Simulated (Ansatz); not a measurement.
The reference is Sb in the A7 type structure (space group R-3m, No. 166; a = 4.3279 Å, c = 11.3443 Å (hexagonal axes); layered).

Computed with Ansatz (a program for electronic structure) r2SCAN+rVV10, scalar-relativistic without spin-orbit coupling.

For the base:

| Quantity | Value |
|---|---|
| c/a ratio | 2.621 |
| Lattice parameter a | 4.328 Å |

One thing is altered: As takes the place of Sb on all its sites, then cell and atoms are relaxed.

**Question.** What does the calculation give for the c/a ratio and lattice parameter a after the change?

**Answer.** The c/a ratio goes up by 0.233 (2.621 → 2.854); the lattice parameter a decreases by 0.567 Å, from 4.328 Å to 3.761 Å.

Whether these cells are dynamically stable was not tested.
